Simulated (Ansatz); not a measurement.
The reference is ZnS in the zinc blende structure (space group F-43m, No. 216; a = 5.357 Å).

One thing is altered: every Zn is replaced by Cd, then cell and atoms are relaxed.

Levels (all Ansatz, an electronic-structure program, PAW, earlier PAW set): PBEsol (420 eV, no spin-orbit coupling); HSE06 (420 eV, no spin-orbit coupling).

The geometry is relaxed with PBEsol.

```
Quantity           Value
---------------  -------
PBEsol band gap  1.01 eV
```

With HSE06 at the same geometry, the band gap goes up by 1.16 eV to 2.17 eV.

Single points use the geometry relaxed with PBEsol. Whether these cells are dynamically stable was not tested.
